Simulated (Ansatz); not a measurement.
A self-consistent single point of Sb2O3 (Ia-3, 40 atoms in the cell) with Ansatz (a program for electronic structure).

Computed with PBEsol, default PAW files made with PBE (plane waves; Ansatz).

```xyz
40
Lattice="-5.1632 5.1632 5.1632 5.1632 -5.1632 5.1632 5.1632 5.1632 -5.1632" Properties=species:S:1:pos:R:3 pbc="T T T"
Sb     2.5816     2.5816     2.5816
Sb    -2.5816     2.5816     2.5816
Sb     2.5816     2.5816    -2.5816
Sb     2.5816    -2.5816     2.5816
Sb     4.8173     0.0000     2.5816
Sb     0.3459     0.0000     7.7448
Sb     2.5816     4.8173     0.0000
Sb     7.7448     0.3459     0.0000
Sb     0.0000     2.5816     4.8173
Sb     0.0000     7.7448     0.3459
Sb     0.3459     5.1632     2.5816
Sb     4.8173     5.1632    -2.5816
Sb     2.5816     0.3459     5.1632
Sb    -2.5816     4.8173     5.1632
Sb     5.1632     2.5816     0.3459
Sb     5.1632    -2.5816     4.8173
O      4.0325     1.5789     3.9571
O      6.2940     3.5843     3.9571
O      1.1307     1.5789     6.3694
O     -1.1307     3.5843     6.3694
O      3.9571     4.0325     1.5789
O      3.9571     6.2940     3.5843
O      6.3694     1.1307     1.5789
O      6.3694    -1.1307     3.5843
O      1.5789     3.9571     4.0325
O      3.5843     3.9571     6.2940
O      1.5789     6.3694     1.1307
O      3.5843     6.3694    -1.1307
O      1.1307     3.5843     1.2061
O     -1.1307     1.5789     1.2061
O      4.0325     3.5843    -1.2061
O      6.2940     1.5789    -1.2061
O      1.2061     1.1307     3.5843
O      1.2061    -1.1307     1.5789
O     -1.2061     4.0325     3.5843
O     -1.2061     6.2940     1.5789
O      3.5843     1.2061     1.1307
O      1.5789     1.2061    -1.1307
O      3.5843    -1.2061     4.0325
O      1.5789    -1.2061     6.2940
```

Reference input (self-consistent single point, DFT, PBEsol, plane waves, default PAW files made with PBE): basis.ecutwfc = 420 eV; kpoints.mp_grid.grid = 3 3 3; hamiltonian.xc = pbesol; hamiltonian.pseudopotentials = {kind: paw} (the program's default PAW files); scf.occupations.method = fermi_dirac; scf.occupations.width = 0.136 eV. This run's input differs from it in these lines:

Ansatz 0.2 input:
```diff
@@ -48,3 +48,3 @@
 basis:
-  ecutwfc: 420.0
+  ecutwfc: 840.0
 kpoints:
```

Output (repeated stretches shortened):

```
SCF iter   1: F=—  HF=-115963.048301 eV  |F-HF|=—  |Δ(HF+E_count)|=         —  Δρ=1.75e-2  dr2=1.42e0  ethr=1.77e-3  ⟨swp⟩=5.2  Hψ=3803  notcnv=0  defer=11
all-band conjugate gradients solve this SCF's bands in a leaner and slower form, since memory is short
preconditioner: auto → Resta (q_TF=auto, 2.569 Å⁻¹)
SCF iter   2: F=—  HF=-115962.727550 eV  |F-HF|=—  |Δ(HF+E_count)|=   3.21e-1  Δρ=5.88e-3  dr2=1.26e-1  ethr=3.71e-4  ⟨swp⟩=2.0  Hψ=1595  notcnv=0  defer=44
   [... lines left out ...]
SCF iter   5: F=—  HF=-115962.700484 eV  |F-HF|=—  |Δ(HF+E_count)|=   4.75e-4  Δρ=8.49e-5  dr2=5.08e-5  ethr=2.60e-7  ⟨swp⟩=2.0  Hψ=1267  notcnv=0  defer=44
SCF iter   6: F=—  HF=-115962.700975 eV  |F-HF|=—  |Δ(HF+E_count)|=   4.92e-4  Δρ=2.99e-5  dr2=5.90e-6  ethr=1.32e-8  ⟨swp⟩=2.0  Hψ=1628  notcnv=0  defer=44
SCF iter   7: F=—  HF=-115962.700980 eV  |F-HF|=—  |Δ(HF+E_count)|=   4.24e-6  Δρ=5.79e-6  dr2=1.95e-7  ethr=1.54e-9  ⟨swp⟩=2.0  Hψ=1606  notcnv=0  defer=44
SCF iter   8: F=-115962.700980 eV  HF=-115962.700980 eV  |F-HF|=5.53e-9  |Δ(HF+E_count)|=   1.02e-7  Δρ=1.98e-6  dr2=2.12e-8  ethr=2.60e-11  ⟨swp⟩=11.0  Hψ=4328  notcnv=0
SCF 1 converged in 8 iterations: F = -115962.700980 eV  dr2 = 2.12e-8
Free energy (F): -115962.700980 eV
Internal energy: -115962.604850 eV  (E = F + TS)
E sigma→0 (E₀):  -115962.652915 eV
Entropy (-TS):   -0.096130 eV (-2.403 meV/atom)
Fermi energy:    12.632905 eV
--- Forces (eV/Å), atoms counted from 1 ---
  atom   1  Sb     0.00000000    -0.00000000     0.00000000
  atom   2  Sb     0.00000000    -0.00000000     0.00000000
  atom   3  Sb     0.00000000    -0.00000000    -0.00000000
  atom   4  Sb     0.00000000    -0.00000000     0.00000000
  atom   5  Sb     0.43341835     0.00000000     0.00000000
   [... 31 lines left out ...]
  atom  37  O     -0.40175184     0.30642258    -0.49961739
  atom  38  O      0.40175184     0.30642258     0.49961739
  atom  39  O     -0.40175184    -0.30642258     0.49961739
  atom  40  O      0.40175184    -0.30642258    -0.49961739
--- Stress (GPa, compression-positive) ---
       24.264904       0.000000      -0.000000
        0.000000      24.264904       0.000000
        0.000000      -0.000000      24.264904
  P = ⅓ Tr σ = 24.2649 GPa (242.649 kbar)
  The stress holds the Pulay correction. Without it, at fixed plane waves, as pw.x and ABINIT print it: P = 24.2498 GPa
```

The run converged in 8 iterations. Against the reference run the free energy drops by 5.2 meV/atom, the pressure moves little (24.28 to 24.26 GPa), the largest force stays at 0.711 eV/Å and the gap on the mesh stays at 0.956 eV.

The starting cell was generated: these elements placed on a structure prototype, without a prior relaxation; it need not be a known phase or ordering of this composition. Its lattice was rescaled by a random factor within 2.5 % of one. Spin-orbit coupling is off. Ansatz's pressure includes its estimate of the finite-basis (Pulay) stress.

Cost on one core of a shared machine: roughly 90 s.
